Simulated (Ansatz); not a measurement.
Defect migration in polar orthorhombic HfO2: O vacancy, neutral cell. Level of theory: PBE, PAW (plane waves to 420 eV; Ansatz, a program for electronic structure).

Settings: 96 host sites, the relaxed PBE lattice, the Γ point alone, smearing 0.01 eV, spin-restricted, no image-charge correction. Static, classical nuclei. Spin-orbit coupling is left out. The host's phase is taken as given; its stability against other phases was not computed. The charge state is imposed; whether it is stable for some Fermi level was not computed. Forms of the defect that were not tried may lie lower. The start lies 0.28 eV above the lowest site run (PBE).

Barriers: single points on a 2×2×2 k-point mesh shifted by half a step at the bands' geometries (they differ from the bands' own by up to 0.16 eV, and are uncertain by about as much).

The step: a nearby O atom hops onto the vacant site. Atoms about the jump, Cartesian Å from the middle of the jump, before and after:

```tsv
atom	x0	y0	z0	x1	y1	z1
O1	1.27	0.32	-0.02	-1.27	-0.32	0.02
Hf2	-0.45	1.36	0.72	-0.43	1.36	0.76
Hf3	2.22	-1.34	0.73	2.20	-1.33	0.73
Hf4	-0.77	-1.32	-1.83	-0.73	-1.31	-1.79
O5	0.60	-2.33	-0.55	0.63	-2.32	-0.51
O6	0.11	0.37	-2.55	0.13	0.37	-2.56
Hf7	1.87	1.36	-1.82	1.88	1.35	-1.82
O8	0.61	2.73	-0.54	0.61	2.66	-0.54
O9	0.11	0.36	2.54	0.11	0.36	2.56
O10	0.84	-2.34	2.00	0.84	-2.33	2.02
```

Predict the transition state.


```csv
atom,x,y,z
O1,0.46,-0.17,-0.19
Hf2,-0.23,1.38,0.86
Hf3,2.13,-1.22,0.79
Hf4,-0.63,-1.34,-1.86
O5,0.49,-2.58,-0.61
O6,0.15,0.37,-2.68
Hf7,1.88,1.42,-1.91
O8,0.67,2.69,-0.58
O9,0.09,0.38,2.65
O10,0.78,-2.29,2.00
```
It lies 1.87 eV above the start and 1.87 eV above the end. The program found a first-order saddle point.
